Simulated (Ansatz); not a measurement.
System: BaAlHO2 (model structure, started from the SrVO2H type, P4/mmm, No. 123, 5 atoms in the cell). Method: LDA (Ansatz, a first-principles code, plane waves, PAW).

Numerical settings: plane-wave cutoff 520 eV, 8×8×10 k mesh (along the axes of the cell as run), Fermi–Dirac smearing 0.01 eV, scalar-relativistic PAW data made under PBE.

Cell (relaxed at this level):

```xyz
5
Lattice="3.7792 0.0000 0.0000 0.0000 3.7792 0.0000 0.0000 0.0000 3.9236" Properties=species:S:1:pos:R:3 pbc="T T T"
Ba     1.8896     1.8896     1.9618
Al     0.0000     0.0000     0.0000
O      1.8896     0.0000     0.0000
O      0.0000     1.8896     0.0000
H      0.0000     0.0000     1.9618
```

### Question
Predict the band gap, smallest direct gap on the k points sampled and Γ–Γ gap.

### Answer

- band gap = 2.83 eV
- smallest direct gap on the k points sampled = 3.32 eV
- Γ–Γ gap = 4.89 eV

Note: the relaxation could raise the start's symmetry but not lower it, so the cell can be a saddle point.

Spin–orbit coupling is not included.

Computed values are for the static lattice.

Cost on a shared machine: very roughly 8 core-seconds.

A model structure was made by putting elements into a prototype or built by hand; it is no filed structure, need not be a known phase, and can be a saddle point held by its symmetry.
